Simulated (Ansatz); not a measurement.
Cost and result by functional for the adsorption energy of OH on the 1x1 (100) surface of rock-salt MgO (cut with top plane Mg + O), one in a 2x2 cell, started at the site 'hollow Mg-Mg-O-O', in Ansatz (plane waves, PAW). Single points on the PBE structure, on one kind of machine; costs are rough ratios of the slab run's core time (references not counted) to the cheapest single point. r2SCAN's cost holds its higher cutoff (500 against 420 eV). Differences are taken against r2SCAN for comparison alone: no measured value is at hand, so the table doesn't rank accuracy. The points keep PBE's geometry, so the relaxation of a polaron and the settling of charge on one site are left out.

Host crystal: rock-salt MgO, with a band gap (PBE, scalar-relativistic without spin-orbit coupling).

Slab: 34 atoms, 6.4 Å thick at the start under the adsorbate (thin: gaps and levels are the slab's own); k 3x3x1, smearing 0.01 eV, dipole-corrected; 16 atoms held, the rest relaxed; start symmetry kept, larger cells not searched; spin-polarised, ending with about 1.0 μB a cell; orders that need a larger cell were not tried, no spin-orbit, no U, no dispersion correction. At the end it is bonded to 2 Mg. In PBE it is, or lies within 0.03 eV of, the lowest of the starts that converged. These notes are the PBE run's. RPBE: The program's check for a lower electronic state was not made. r2SCAN: The program's check for a lower electronic state was not made. Adsorption energies are against H2O(g) − ½ H2(g). A negative adsorption energy means that the adsorbate is more stable on the surface than in its reference.

| functional | relative cost | adsorption energy (eV) | less r2SCAN (eV) |
|---|---|---|---|
| RPBE | 1 | 2.01 | 0.16 |
| r2SCAN | 1 | 1.84 | 0.00 |
| PBE (the relaxed run's value) | – | 1.95 | 0.10 |

The values span 0.16 eV, while the single points' costs differ by a factor of roughly 1. Differences are of unrounded values.

Ansatz is a first-principles code.
